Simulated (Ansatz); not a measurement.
## Effect of pressure 0.3 GPa on ScCuO2

The parent structure is ScCuO$_{2}$ (space group P6_3/mmc, No. 194; a = 3.203 Å, c = 11.284 Å).

One thing is altered: a hydrostatic pressure of 0.3 GPa.

Computed with PBEsol in Ansatz (plane waves to 420 eV, PAW, no spin-orbit coupling). k-mesh 12×12×3 (Γ-centred); smearing 0.05 eV (Fermi–Dirac).

| quantity | base | changed | shift |
|---|---|---|---|
| volume per atom | 12.53 Å³ | 12.50 Å³ | -0.03 Å³ |
| density | 4.65 g/cm³ | 4.66 g/cm³ | +0.01 g/cm³ |
| c/a ratio | 3.523 | 3.526 | +0.0024 |
| shortest interatomic distance | 3.423 bohr | 3.422 bohr | -0.0016 bohr |
| band gap | 2.33 eV | 2.33 eV | 0.00 eV |
| gap character | direct at M | direct at M | – |
| width of the top valence band | 0.60 eV | 0.61 eV | +0.003 eV |

Load acts through the strain it causes; cell and atoms are relaxed under it. Stability against distortions was not tested. No Hubbard U is applied. The final runs are not spin-polarised.

Ansatz is a quantum-chemistry and plane-wave program.
